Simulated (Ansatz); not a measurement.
**Pressure series in MoS2**

Base system: MoS2 in the 3R-MoS2 type structure (space group R3m, No. 160; a = 3.153 Å, c = 17.991 Å (hexagonal axes); layered, stacked along the Cartesian z axis).

Cell and atoms are relaxed at each pressure.

Method: Ansatz (a program for electronic structure), PBE-D3(BJ), PAW, cutoff 420 eV, no spin-orbit coupling.

Only one of these keeps a band gap. Which?
A. pressure 100 GPa
B. pressure 15 GPa
C. pressure 50 GPa

B, pressure 15 GPa. Computed: pressure 15 GPa: 0.07 eV; pressure 100 GPa: zero; pressure 50 GPa: zero

A case with no gap was solved on a k-mesh chosen for an insulator, which is coarse for it. Load acts through the strain it causes; cell and atoms are relaxed under it. Stability against distortions was not tested. Competing high-pressure phases were not computed. The final runs are not spin-polarised. A zero or small gap of MoS2 under pressure 15 GPa and MoS2 under pressure 50 GPa can be the functional's error rather than a property of the material.
